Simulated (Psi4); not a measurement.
Psi4 1.11, PBE0/def2-svpd, scf_type pk: W(NH)2(F)(OH) ([NH]=[W](=[NH])([OH])[F]), 8 atoms. The geometry is a generated start, not checked to be a minimum at this level.

| Property | Result |
|---|---|
| task | energy |
| method | pbe0 |
| basis | def2-svpd |
| memory | 7 GB |
| e_convergence | 1e-08 |
| d_convergence | 1e-07 |
| guess | auto, which took SAD (default) |
| diis_max_vecs | 10 (default) |
| scf_initial_accelerator | adiis (default) |
| dft_radial_points | 75 (default) |
| dft_spherical_points | 302 (default) |
| effective core potentials | those of the basis set, past Kr |
| basis functions | 145 |
| grid points | 174723 |

```xyz
8

W     -0.2153    -0.1584     0.1707
N      1.1159    -1.2943    -0.2108
H      1.8606    -1.8643    -0.6164
N     -0.9593     0.4994    -1.3205
H     -1.1878     0.7628    -2.2808
F     -1.5630    -1.1303     1.1185
O      0.2909     1.1978     1.3581
H      0.6579     1.9873     1.7810
```
Charge 0, spin multiplicity 1.

The reference run uses exact four-centre integrals (scf_type = pk). Single runs; times are not shown.

Settings tried, all else as in the reference:
- scf_type = cd, cholesky_tolerance = 0.0001 (default)
- scf_type = cd, cholesky_tolerance = 0.001
- scf_type = dfdirj+cosx, cosx_radial_points_final = 75, cosx_spherical_points_final = 302
- scf_type = cd, cholesky_tolerance = 1e-06
- scf_type = mem_df
- scf_type = cd, cholesky_tolerance = 0.01
- scf_type = dfdirj+cosx, cosx_radial_points_final = 50, cosx_spherical_points_final = 194
- scf_type = cd, cholesky_tolerance = 1e-05
- scf_type = dfdirj+cosx
- scf_type = dfdirj+snlink
- scf_type = dfdirj+link
- scf_type = dfdirj+cosx, cosx_radial_points_final = 25, cosx_spherical_points_final = 50

Problem. Sort the settings: which keep to the reference within 0.10 meV/atom in energy, and which don't?

Solution. Within it: scf_type = mem_df; scf_type = cd, cholesky_tolerance = 1e-06. Outside: scf_type = dfdirj+cosx, cosx_radial_points_final = 50, cosx_spherical_points_final = 194; scf_type = dfdirj+cosx, cosx_radial_points_final = 25, cosx_spherical_points_final = 50; scf_type = cd, cholesky_tolerance = 1e-05; scf_type = dfdirj+cosx, cosx_radial_points_final = 75, cosx_spherical_points_final = 302; scf_type = dfdirj+snlink; scf_type = dfdirj+link; scf_type = dfdirj+cosx; scf_type = cd, cholesky_tolerance = 0.0001 (default); scf_type = cd, cholesky_tolerance = 0.001; scf_type = cd, cholesky_tolerance = 0.01.

```csv
setting,energy against the reference
scf_type = mem_df,−0.012 meV/atom
"scf_type = cd, cholesky_tolerance = 1e-06",−0.048 meV/atom
"scf_type = dfdirj+cosx, cosx_radial_points_final = 50, cosx_spherical_points_final = 194",−0.20 meV/atom
"scf_type = dfdirj+cosx, cosx_radial_points_final = 25, cosx_spherical_points_final = 50",−0.20 meV/atom
"scf_type = cd, cholesky_tolerance = 1e-05",−0.22 meV/atom
"scf_type = dfdirj+cosx, cosx_radial_points_final = 75, cosx_spherical_points_final = 302",−0.22 meV/atom
scf_type = dfdirj+snlink,−0.24 meV/atom
scf_type = dfdirj+link,−0.24 meV/atom
scf_type = dfdirj+cosx,−0.33 meV/atom
"scf_type = cd, cholesky_tolerance = 0.0001 (default)",−0.71 meV/atom
"scf_type = cd, cholesky_tolerance = 0.001",−0.91 meV/atom
"scf_type = cd, cholesky_tolerance = 0.01",−8.8 meV/atom
```

Total energies are compared; such shifts often cancel in part in energy differences. The DFDIRJ builders fit J, which adds its shift to that of exchange. Psi4 runs the final COSX grid once, on the density of the start grid. No test of the SCF solution's stability was run. Also tried and not ranked: scf_type = direct (same energy as a listed run). The tolerance is a choice made for this comparison.
